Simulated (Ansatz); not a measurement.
Base system: TiAl (space group P4/mmm, No. 123).

```yaml
crystal:
  lattice:
    - [2.81292, 0.00000, 0.00000]
    - [0.00000, 2.81292, 0.00000]
    - [0.00000, 0.00000, 4.05841]
  atoms:
    - { symbol: Al, position: [0.50000, 0.50000, 0.50000] }
    - { symbol: Ti, position: [0.00000, 0.00000, 0.00000] }
```

Cartesian axes are those of the cell as printed.

Computed with Kohn–Sham DFT with the r2SCAN functional, run in Ansatz (a program for electronic structure) with PAW and 500 eV plane waves, without spin-orbit coupling.

Before the change:

```
Property                         Value
-----------------------------  -------
Pressure                       0.0 GPa
Shortest interatomic distance  2.813 Å
```

Now apply this change: uniaxial strain ε_yy = +0.75 %, all other strain components held at zero, atoms relaxed at fixed cell.

Task: What happens to the pressure?

Result: The pressure (mean of the normal stresses, compression positive) goes from zero to -0.9 GPa.

Task: What happens to the shortest interatomic distance?

Result: The shortest interatomic distance remains 2.813 Å.

Task: Predict the new energy relative to the base.

Result: The energy grows by 0.6 meV/atom.

Without a gap, meshes like the base's 16×16×12 leave anisotropic stresses uncertain by several tenths of a GPa, and small strain energies with them. Stability against distortions was not tested. All final runs are without spin polarisation.
